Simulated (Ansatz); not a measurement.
Ge (P6₃/mmc, No. 194, 4 atoms in the cell; start mp-1007760; another form than the element's usual one) was calculated with PBEsol (PAW; Ansatz, a first-principles code).

Settings: plane-wave cutoff 520 eV, 18×18×8 k mesh (along the axes of the cell as run), Fermi–Dirac smearing 0.05 eV, scalar-relativistic PAW data made under PBE.

Cell (relaxed at this level):

```cif
data_Ge4
_chemical_formula_sum 'Ge4'
_space_group_name_H-M_alt 'P 1'
_space_group_IT_number 1
_cell_length_a 3.99669
_cell_length_b 3.99669
_cell_length_c 6.59630
_cell_angle_alpha 90.000
_cell_angle_beta 90.000
_cell_angle_gamma 120.000
loop_
_space_group_symop_operation_xyz
  'x, y, z'
loop_
_atom_site_label
_atom_site_type_symbol
_atom_site_fract_x
_atom_site_fract_y
_atom_site_fract_z
_atom_site_occupancy
Ge1 Ge 0.66667 0.33333 0.06288 1
Ge2 Ge 0.33333 0.66667 0.93712 1
Ge3 Ge 0.33333 0.66667 0.56288 1
Ge4 Ge 0.66667 0.33333 0.43712 1
```

Give the computed bulk modulus B0.


bulk modulus B0: 67.7 GPa

The run finds no gap.

Note: the bulk modulus is −V dP/dV from two relaxed cells at ±2 % in volume; the relaxation could not lower the start's symmetry, so the cell can be a saddle point above a distorted one.

Static lattice: no zero-point or thermal effects.

It cost around 60 core-seconds (rough) of CPU time.

A start named mp-… is a Materials Project structure, which need not be a measured phase.
